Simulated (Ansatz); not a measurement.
N_Si in metastable 2H silicon carbide (start: the Si site; 96-site cell, 2×2×2 shifted sampling). The numbers are results of PBE, PAW (plane waves to 420 eV; Ansatz, a quantum-chemistry and plane-wave program), not measurements. Total energies of the localised charge states, counted from that of charge +1, and their image corrections (point charge with alignment); the host's valence-band maximum lies at 9.434 eV on the cells' energy zero and its gap is 2.31 eV.

```json
[
 {"charge": "+1", "moment (μB)": "not spin-polarised", "E − E(first) (eV)": "0.000", "correction (eV)": "0.077"},
 {"charge": "0", "moment (μB)": "1.0", "E − E(first) (eV)": "10.588", "correction (eV)": "0.000"},
 {"charge": "−1", "moment (μB)": "not spin-polarised", "E − E(first) (eV)": "21.262", "correction (eV)": "0.283"}
]
```

### Question
Derive the transition levels above the valence-band maximum and say which of them are thermodynamic.

### Answer
A level is the Fermi energy at which two charges have equal formation energy: ε(q/q′) = [E(q′) + corr(q′) − E(q) − corr(q)] / (q − q′) − E_VBM.
ε(+1/0) = [(10.588 + 0.000) − (0.000 + 0.077)] / 1 − 9.434 = 1.08 eV
ε(0/−1) = [(21.262 + 0.283) − (10.588 + 0.000)] / 1 − 9.434 = 1.52 eV
Thermodynamic levels at least 0.1 eV inside the gap: (+1/0) at 1.08 eV; (0/−1) at 1.52 eV. They hold to tenths of an eV in this cell. Only the charges listed were compared. Flagged in the runs: a host whose relaxation on this sampling wasn't shown to rest, a strain field that reaches the edge of the cell.
